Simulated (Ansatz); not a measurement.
We consider LiSiN (model structure, started from the NaSnP type, P6₃mc, No. 186, 6 atoms in the cell), described by PBE (Ansatz, an electronic-structure program, PAW).

Run with plane-wave cutoff 520 eV, 12×12×4 k mesh (along the axes of the cell as run), Fermi–Dirac smearing 0.01 eV, scalar-relativistic PAW data made under PBE.

Cell (relaxed at this level):

```cif
data_Li2N2Si2
_chemical_formula_sum 'Li2 Si2 N2'
_space_group_name_H-M_alt 'P63mc'
_space_group_IT_number 186
_space_group_name_Hall 'P 6c -2c'
_cell_length_a 2.83811
_cell_length_b 2.83811
_cell_length_c 9.29570
_cell_angle_alpha 90.000
_cell_angle_beta 90.000
_cell_angle_gamma 120.000
loop_
_atom_site_label
_atom_site_type_symbol
_atom_site_symmetry_multiplicity
_atom_site_Wyckoff_symbol
_atom_site_fract_x
_atom_site_fract_y
_atom_site_fract_z
_atom_site_occupancy
Li1 Li 2 b 0.33333 0.66667 0.27089 1
Si1 Si 2 a 0.00000 0.00000 0.01444 1
N1 N 2 b 0.66667 0.33333 0.10548 1
```

### Question
Give the computed band gap, Γ–Γ gap and bulk modulus B0.

### Answer

- band gap = 1.12 eV (on the SCF k mesh)
- Γ–Γ gap = 4.91 eV
- bulk modulus B0 = 93.6 GPa

Note: the bulk modulus is −V dP/dV from two relaxed cells at ±2 % in volume; the relaxation could raise the start's symmetry but not lower it, so the cell can be a saddle point.

Computed values are for the static lattice.

A model structure was made by putting elements into a prototype or built by hand; it is no filed structure, need not be a known phase, and can be a saddle point held by its symmetry.
